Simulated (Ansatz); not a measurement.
Cell and atoms of amorphous Si₃₆Ge₁₂:

```xyz
48
Lattice="10.2184 0.0000 0.0000 0.0000 10.2184 0.0000 0.0000 0.0000 10.2184" Properties=species:S:1:pos:R:3 pbc="T T T"
Si     0.5249     2.9471     8.7309
Si     4.8640     9.5808     9.7932
Si     3.8024     3.2508     1.0548
Si     8.8674     4.9399     3.4489
Si     6.1346     6.7498     1.9257
Si     8.6905     7.7855     7.0725
Si     0.8764     7.6772     7.0364
Si     3.8387     1.0529     8.5540
Si     9.9719     8.0213     3.3827
Si     4.3196     3.3564     8.9880
Si     0.8859    10.0008     6.4604
Si     4.2782     1.7375     4.6821
Si     9.4167     5.2660     1.1624
Si     7.8252     7.0257     3.6330
Si     9.8138    10.2075     2.2883
Si     2.4703     6.6658     8.7914
Si     0.1367     9.2067     0.0797
Si     4.3837     7.8828     8.1823
Si     1.9546     4.6852     5.5894
Si     4.2644     5.2090     2.3055
Si     6.8597     7.0244     5.7520
Si    10.0484     3.0269     0.7538
Si     8.7161     3.1732     7.3627
Si     1.4576     6.9365     4.8868
Si     2.3662     4.4065     7.9867
Si     4.5733     8.5692     1.7541
Si     7.4215     1.1693     7.3520
Si     7.0985     0.0476     9.4156
Si     5.1965     0.7263     6.5986
Si     4.0089     4.1622     4.5429
Si     5.9192     2.5303     1.8094
Si     7.4534     6.2193    10.1932
Si     2.9101     6.8474     1.0908
Si     8.3548     8.3080     9.3424
Si     0.6462     7.1971     1.3422
Si     5.0525     8.5878     6.0453
Ge    10.0785     3.5087     5.0564
Ge     7.1110     3.3257     3.8125
Ge     8.7536     9.9648     5.9581
Ge     7.9292     1.6774     0.7979
Ge     1.3963     0.6641     8.6155
Ge     6.0505     4.6997     5.8283
Ge     7.8878     0.7991     3.7994
Ge     3.3654     8.3412     4.1527
Ge     2.2791     0.4227     4.5376
Ge     6.6901     4.3325     8.3799
Ge     0.8121     1.9885     3.0037
Ge     5.5000     0.4235     2.9902
```

Level of theory: PBE, scalar-relativistic without spin-orbit coupling (plane waves to 420 eV, PAW; Ansatz, a first-principles code).

It comes from a melt-quench run on a machine-learned potential (CHGNet), relaxed afterwards by DFT. The hot cell started wider than the set density and was brought back towards it in steps. It is the lowest in DFT energy of 2 quenches. It is a model cell: composition and starting density were chosen by hand, and all elements were melted together. No dispersion term was used. Its density started from a set value of 2.93 and ended at 2.93 g/cm³. Cooling (nominally 52 K/ps over its main leg) ran many orders faster than in experiment, which tends to leave more defects and strain. Values belong to this one cell and scatter from quench to quench. The volume was held where the preparation left it, at a PBE pressure of -2.4 GPa (tension). Stress components on the final sampling reach 3.0 GPa. On a 2×2×2 Γ-centred mesh force components of up to 0.24 eV/Å stay, since the relaxation ran on one k-point at (1/4, 1/4, 1/4).

Cut-offs for bonds: Si-Si 2.72 Å, Si-Ge 2.80 Å, Ge-Ge 2.85 Å.

Task: Give the coordination numbers, mean bond lengths and angles.

Result: 
```json
{
 "Mean coordination of Si": "3.97 (2 with 3, 33 with 4, 1 with 5)",
 "Mean coordination of Ge": "3.92 (1 with 3, 11 with 4)",
 "Mean Si-Si bond": "2.405 Å (spread 0.056 Å, 56 counted)",
 "Mean Si-Ge bond": "2.507 Å (spread 0.100 Å, 31 counted)",
 "Mean Ge-Ge bond": "2.625 Å (spread 0.058 Å, 8 counted)",
 "Bond angle at Si": "mean 108.9°, spread 13.7°",
 "Bond angle at Ge": "mean 109.5°, spread 16.5°"
}
```

Task: Which atoms depart from the most common coordination of their element?

Result: Si3 has 3 (Si10 2.35 Å, Si31 2.36 Å, Si20 2.37 Å); Si18 has 3 (Si36 2.35 Å, Si16 2.35 Å, Si2 2.39 Å); Si26 has 5 (Si5 2.40 Å, Si2 2.42 Å, Si33 2.48 Å, Ge48 2.59 Å, Ge44 2.70 Å); Ge40 has 3 (Si31 2.41 Å, Si28 2.43 Å, Si22 2.51 Å).
